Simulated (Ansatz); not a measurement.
A user runs Ansatz (a first-principles code) on FeI2 (I4_1/amd, 6 atoms in the cell) and asks whether the run is sound. The aim is a self-consistent single point with DFT, LDA (PW92), plane waves, default PAW files made with PBE.

Cell that was meant: a = 7.8571 Å, b = 7.8571 Å, c = 7.8571 Å, α = 139.43°, β = 139.43°, γ = 58.73°.

Part of the input:

Ansatz 0.2 input:
```yaml
    - { symbol: I, position_ang: [2.72424500, 0.00000000, 6.27384442] }
    - { symbol: I, position_ang: [-0.00000000, 0.00000000, 9.69768442] }
basis:
  ecutwfc: 145.0
kpoints:
  mp_grid: { grid: [4, 4, 4] }
hamiltonian:
```

Log, with long lists cut:

```
   [... lines left out ...]
PAW frozen core: I, regenerated for the run's functional, and the local potential with it
Initial density: superposition of atomic densities (chi_scale 0.1, normalization cell, long waves kept (reshape's long-wave potential 0.01 eV rms))
Starting moments: Σ|m| = 8 μB on 2 of 6 sites
Initial wavefunctions: pseudopotential atomic-orbital guess
Eigensolver: davidson
Functional: x = slater, c = lda
SCF iter   1: F=—  HF=-37806.439881 eV  |F-HF|=—  |Δ(HF+E_count)|=         —  Δρ=2.40e-1 (↑2.40e-1 ↓1.64e-1)  dr2=1.70e2  dr2_m=4.51e0  M=8.825 μB ∫|m|=8.848 μB  β_m=0.30  ethr=3.10e-3  ⟨swp⟩=7.0  Hψ=6837  notcnv=0
Mixer restart at iter 1: flushing history
all-band conjugate gradients solve this SCF's bands
preconditioner: auto → none
   [... lines left out ...]
SCF iter  19: F=—  HF=-37680.491229 eV  |F-HF|=—  |Δ(HF+E_count)|=   1.35e-7  S|Δr|=    0.00e0  Δρ=8.13e-6 (↑1.67e-6 ↓8.13e-6)  dr2=1.74e-7  dr2_m=3.69e-8  M=7.263 μB ∫|m|=7.343 μB  β_m=0.73  ethr=1.53e-9  ⟨swp⟩=1.0  Hψ=1549  notcnv=0  defer=119
SCF iter  20: F=-37680.491229 eV  HF=-37680.491229 eV  |F-HF|=3.27e-10  |Δ(HF+E_count)|=   1.63e-8  S|Δr|=    0.00e0  Δρ=5.10e-7 (↑2.56e-7 ↓5.10e-7)  dr2=4.34e-10  dr2_m=2.51e-10  M=7.263 μB ∫|m|=7.342 μB  ethr=1.00e-10  ⟨swp⟩=10.2  Hψ=5410  notcnv=0
SCF 1 converged in 20 iterations: F = -37680.491229 eV  dr2 = 4.34e-10
WARN: an SCF from antiferromagnetic starting moments (-4.00, 4.00, 0.00, 0.00, 0.00, 0.00 Bohr magnetons, atom by atom) was not made, by what the run has read …
   [... lines left out ...]
Absolute magnetization: 7.3424 μB (∫|ρ↑−ρ↓|, with the PAW one-centre terms)
Free energy (F): -37680.491229 eV
Fermi energy:    4.961479 eV
   [... lines left out ...]
  atom   6  I     -0.00000000     0.00000000     0.66961299
--- Stress (GPa, compression-positive) ---
        5.911743       0.000000       0.000000
        0.000000       5.911743       0.000000
        0.000000       0.000000     -12.085846
  P = ⅓ Tr σ = -0.0875 GPa (-0.875 kbar)
  The stress holds the Pulay correction. Without it, at fixed plane waves, as pw.x and ABINIT print it: P = -1760.0775 GPa
```

### Question
Is this run sound? If not, what is wrong?

### Answer
The run is not sound. The fault is a basis or grid far too coarse for these potentials. The error of an incomplete plane-wave basis or grid does not cancel at such settings. To fix it, restore the cutoff that the potentials need and check convergence. The run converged in 20 iterations without an error; against the sound input the free energy rises by 96.9 eV/atom, the pressure goes from -2.76 to -0.09 GPa, the largest force goes from 0.083 to 0.670 eV/Å and the size of the net moment goes from 1.32 to 1.21 μB/atom. At a fixed set of plane waves, without the program's Pulay estimate, the pressure is -1760.08 GPa against -2.80 GPa.

An input that runs soundly differs in these lines (not the only fix; some lines may just follow from the change or write a value another way):
```diff
-  ecutwfc: 145.0
+  ecutwfc: 420.0
```

With that input, the run converged in 18 iterations: free energy E − TS (on the zero of these files) -38262.0228 eV; Fermi level (on the code's own zero) 6.41 eV; pressure -2.76 GPa; largest force (vector length) 0.083 eV/Å; size of the cell's spin moment 7.94 μB (DFT, LDA (PW92), plane waves, default PAW files made with PBE).

On the sound input: the starting cell was generated: these elements placed on a structure prototype, without a prior relaxation; it need not be a known phase or ordering of this composition. Its lattice was rescaled by a random factor within 2.5 % of one. The magnetic order is the one reached from the typed start; others were not searched systematically. The program warned that, by what it read of turns of the moments, another magnetic order lies lower. Ansatz's pressure includes its estimate of the finite-basis (Pulay) stress.
